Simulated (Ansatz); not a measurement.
Base system: BeSe in the zinc blende structure (space group F-43m, No. 216; a = 5.1289 Å).

Method: Ansatz (a program for electronic structure), PBEsol, PAW, cutoff 420 eV, no spin-orbit coupling.

```
level   band gap  lattice parameter a
------  --------  -------------------
PBEsol   2.47 eV              5.129 Å
```

Measured: band gap 4 eV (temperature not stated; as listed in Das, Protik, Mohammadi, Mohammad, Bazhirov, Timur, arXiv (2018)); lattice parameter a 5.139 Å (temperature not stated; as listed in Fabio Bernardini, Maria Peressi, Vincenzo Fiorentini, Phys. Rev. B (2000)).

Computed minus measured — band gap: PBEsol -1.53 eV; lattice parameter a: PBEsol -0.2 %. Measured values not marked as corrected hold thermal and zero-point effects that the static-lattice runs lack. A measured gap can be an optical one, lowered by exciton binding. Levels without spin-orbit coupling miss its lowering of the gap, often about a third of the valence-band splitting.

Gaps are read on the SCF mesh and a high-symmetry path. Stability against distortions was not tested.
